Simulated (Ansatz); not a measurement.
What Ga → Ru does to GaS

Base system: GaS in the beta-GaS type structure (space group P6_3/mmc, No. 194; a = 3.534 Å, c = 15.041 Å; layered, stacked along the Cartesian z axis).

Modification: every Ga is replaced by Ru; the structure is relaxed again.

Method: PBEsol-D3(BJ) (Ansatz, a quantum-chemistry and plane-wave program; PAW; 420 eV plane waves; no spin-orbit coupling), earlier PAW set. Settings: 16×16×4 k-points, 0.05 eV Fermi–Dirac smearing, for the changed cell.

The volume per atom shrinks by 3.06 Å³, from 20.34 Å³ to 17.28 Å³ and the density goes up by 2.240 g/cm³, from 4.15 g/cm³ to 6.40 g/cm³. The lattice parameter a decreases by 0.132 Å to 3.402 Å and the c/a ratio drops by 0.201 to 4.055. The shortest interatomic distance shrinks by 0.138 Å to 2.177 Å and the band gap changes from 1.29 eV to zero.

No phonon test of stability was made. As relaxed here, RuS is a hypothetical phase, not in the database extracts checked. All final runs are without spin polarisation.
